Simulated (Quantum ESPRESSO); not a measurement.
Quantum ESPRESSO run on MgZrF6 (Fm-3m, 8 atoms in the cell): self-consistent single point.

Computed with PBEsol, SSSP 1.1.2 efficiency (PBE) pseudopotentials (plane waves; Quantum ESPRESSO).

```
MgZrF6
1.0
   -3.98801     0.00000     3.98801
    0.00000     3.98801     3.98801
   -3.98801     3.98801     0.00000
Mg Zr F
1 1 6
Direct
  0.50000   0.50000   0.50000
  0.00000   0.00000   0.00000
  0.74762   0.25238   0.25238
  0.25238   0.74762   0.74762
  0.25238   0.74762   0.25238
  0.74762   0.25238   0.74762
  0.25238   0.25238   0.74762
  0.74762   0.74762   0.25238
```

Reference input (self-consistent single point, DFT, LDA (PZ), plane waves, GBRV 1.5 ultrasoft (LDA) pseudopotentials): ecutwfc = 40 Ry; ecutrho = 320 Ry; occupations = smearing; smearing = fermi-dirac; degauss = 0.000734986 Ry; potentials = {Mg: mg_lda_v1.4.uspp.F.UPF, Zr: zr_lda_v1.uspp.F.UPF, F: f_lda_v1.4.uspp.F.UPF}; K_POINTS = automatic 6 6 6 0 0 0; conv_thr = 1e-10 Ry. This run's input differs from it in these lines:

```diff
@@ -18,2 +18,3 @@
  degauss = 0.000734986,
+ input_dft = 'pbesol',
 /
@@ -23,5 +24,5 @@
 ATOMIC_SPECIES
-Mg    24.3050  mg_lda_v1.4.uspp.F.UPF
-Zr    91.2240  zr_lda_v1.uspp.F.UPF
-F     18.9984  f_lda_v1.4.uspp.F.UPF
+Mg    24.3050  Mg.pbe-n-kjpaw_psl.0.3.0.UPF
+Zr    91.2240  Zr_pbe_v1.uspp.F.UPF
+F     18.9984  f_pbe_v1.4.uspp.F.UPF
 ATOMIC_POSITIONS {bohr}
@@ -36,3 +37,3 @@
 K_POINTS {automatic}
-6 6 6  0 0 0
+4 4 4  0 0 0
```

Log, with long lists cut:

```
     Self-consistent Calculation

     iteration #  1     ecut=    40.00 Ry     beta= 0.70

     negative rho (up, down):  6.420E-02 0.000E+00

     total energy              =    -423.31493810 Ry
     estimated scf accuracy    <       1.04882810 Ry

     iteration #  2     ecut=    40.00 Ry     beta= 0.70

     negative rho (up, down):  6.465E-02 0.000E+00

     total energy              =    -423.41510635 Ry
     estimated scf accuracy    <       1.81568713 Ry

     iteration #  3     ecut=    40.00 Ry     beta= 0.70

     negative rho (up, down):  6.510E-02 0.000E+00

     total energy              =    -423.81084940 Ry
     estimated scf accuracy    <       0.03636994 Ry

   [... 5 blocks of this kind left out ...]

     iteration #  9     ecut=    40.00 Ry     beta= 0.70

     negative rho (up, down):  6.601E-02 0.000E+00

     total energy              =    -423.81691583 Ry
     estimated scf accuracy    <          1.2E-10 Ry

     iteration # 10     ecut=    40.00 Ry     beta= 0.70

     negative rho (up, down):  6.601E-02 0.000E+00
     End of self-consistent calculation

     the Fermi energy is     3.3301 ev

!    total energy              =    -423.81691583 Ry
     estimated scf accuracy    <          2.1E-12 Ry
     smearing contrib. (-TS)   =       0.00000000 Ry
     internal energy E=F+TS    =    -423.81691583 Ry

     convergence has been achieved in  10 iterations

     negative rho (up, down):  6.601E-02 0.000E+00

     Forces acting on atoms (cartesian axes, Ry/au):

     atom    1 type  1   force =    -0.00000000   -0.00000000   -0.00000000
     atom    2 type  2   force =     0.00000000    0.00000000    0.00000000
     atom    3 type  3   force =    -0.00000000   -0.00840218   -0.00000000
     atom    4 type  3   force =     0.00000000    0.00840218    0.00000000
     atom    5 type  3   force =     0.00840218   -0.00000000    0.00000000
   [... lines left out ...]
     Total force =     0.020581     Total SCF correction =     0.000005
   [... lines left out ...]

     negative rho (up, down):  6.601E-02 0.000E+00
          total   stress  (Ry/bohr**3)                   (kbar)     P=       -3.54
  -0.00002404  -0.00000000  -0.00000000           -3.54       -0.00       -0.00
  -0.00000000  -0.00002404   0.00000000           -0.00       -3.54        0.00
  -0.00000000   0.00000000  -0.00002404           -0.00        0.00       -3.54

   JOB DONE.
```

The run converged in 10 iterations. Against the reference run the pressure goes from -3.96 to -0.35 GPa, the largest force goes from 0.249 to 0.216 eV/Å and the gap on the mesh goes from 6.812 to 6.847 eV.

The starting cell comes from a database of computed structures (which also holds hypothetical and non-ambient phases and stackings), without a prior relaxation at this level.

Cost on one core of a shared machine: roughly 30 s.
